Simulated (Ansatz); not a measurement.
The reference is BaZrO₃ in the cubic perovskite structure (space group Pm-3m, No. 221; a = 4.227 Å).

(Cell as relaxed with PBE.)

Levels (all Ansatz, an electronic-structure program, PAW): PBE (420 eV, spin-orbit coupling left out); r2SCAN (500 eV, no spin-orbit coupling).

Each level relaxes its own structure.

```
base                        PBE      r2SCAN
-------------------  ----------  ----------
volume per atom        15.11 Å³    14.87 Å³
lattice parameter a  7.988 bohr  7.946 bohr
band gap                3.18 eV     3.73 eV
```

Modification: every lattice vector is stretched by 3.52 %; the atoms relax in the strained cell.

| quantity | PBE | r2SCAN |
|---|---|---|
| shift of the gap caused by the change | -0.26 eV | -0.29 eV |
| smallest direct gap | 3.22 eV | 3.76 eV |
| band gap | 2.92 eV | 3.44 eV |

PBE's shift of the gap caused by the change lies 0.03 eV above r2SCAN's; PBE's smallest direct gap lies 0.532 eV below r2SCAN's; PBE's band gap lies 0.52 eV below r2SCAN's. Neither level is exact; r2SCAN is the comparison here, not a measurement.

Whether these cells are dynamically stable was not tested.
